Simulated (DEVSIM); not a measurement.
Structure: abrupt Si n-p junction, at 300 K.

```
layer (left to right)  material  thickness (μm)  Nd (cm⁻³)  Na (cm⁻³)   τn (s)   τp (s)
---------------------  --------  --------------  ---------  ---------  -------  -------
1                            Si            27.0     1.8e18          -  0.00017  0.00017
2                            Si           0.730          -     7.4e14  0.00017  0.00017
```

Left contact: ohmic. Right contact: ohmic. Voltage is applied to the left contact. Recombination: SRH at mid-gap, radiative. Mobility is μmin + (μ − μmin)/(1 + (N/Nref)^α).

Constants are typed, rounded textbook-type inputs, not results; the design itself was drawn at random and stands for no fabricated device. Values at 300 K; Nc and Nv go as T^1.5, mobilities as T to minus their exponent, the gap by Varshni's rule with the affinity fixed.

```csv
parameter,Si
gap (eV),1.124
affinity (eV),4.05
permittivity,11.7
Nc (cm⁻³),2.86e19
Nv (cm⁻³),3.1e19
μn (cm²/Vs),1417
μp (cm²/Vs),470
"μn,min",52
"μp,min",45
"Nref,n",9.7e16
"Nref,p",2.2e17
αn,0.68
αp,0.72
T exponent of μn,2.3
T exponent of μp,2.2
B (cm³/s),4.7e-15
Varshni α (eV/K),0.000473
Varshni β (K),636
```

Model (solved in DEVSIM): 1D drift-diffusion, Boltzmann statistics, complete ionisation; no tunnelling, impact ionisation, image-force lowering or self-heating.

The temperature was swept, all else fixed.

```tsv
temperature (K)	largest field in the device at zero bias (V/cm)	dark forward voltage at 100 A/cm² (V)	potential step across the device at zero bias (V)
250	[?]	[?]	0.859
300	74000	0.597	0.777
350	80000	0.490	0.692
400	85000	0.382	0.605
450	90000	0.272	0.514
500	94000	0.165	0.427
```

Question: Complete the blanks.

Answer: 
- 250, largest field in the device at zero bias (V/cm): 68000
- 250, dark forward voltage at 100 A/cm² (V): 0.702
